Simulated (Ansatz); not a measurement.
CaZrN₂ (model structure, started from the beta NaFeO2 type, Pna2₁, No. 33, 16 atoms in the cell), treated with r²SCAN+SOC (Ansatz, a quantum-chemistry and plane-wave program, plane waves, PAW).

Settings: plane-wave cutoff 560 eV, 4×4×6 k mesh (along the axes of the cell as run), Fermi–Dirac smearing 0.01 eV, PAW data made under PBE.

Cell (relaxed with PBEsol):

```xyz
16
Lattice="6.4926 0.0000 0.0000 0.0000 8.0655 0.0000 0.0000 0.0000 4.6606" Properties=species:S:1:pos:R:3 pbc="T T T"
Ca     0.4833     4.9937    -0.2662
Ca     6.0093     3.0718     2.0641
Ca     3.7296     7.1045    -0.2662
Ca     2.7630     0.9610     2.0641
Zr     0.4514     1.0236    -0.2320
Zr     6.0412     7.0419     2.0982
Zr     3.6977     3.0092    -0.2320
Zr     2.7949     5.0563     2.0982
N      0.4195     0.8688     1.9952
N      6.0731     7.1967     4.3255
N      3.6658     3.1639     1.9952
N      2.8268     4.9016     4.3255
N      0.6898     5.2730     2.0451
N      5.8028     2.7925     4.3754
N      3.9361     6.8252     2.0451
N      2.5565     1.2403     4.3754
```

**Question.** What does this level give for the band gap?

**Answer.** 
- band gap = 1.54 eV (on the SCF k mesh)

Note: the relaxation could raise the start's symmetry but not lower it, so the cell can be a saddle point; cell and atoms aren't relaxed at this level (largest force component 0.06 eV/Å, pressure 3.0 GPa).

A model structure was made by putting elements into a prototype or built by hand; it is no filed structure, need not be a known phase, and can be a saddle point held by its symmetry.
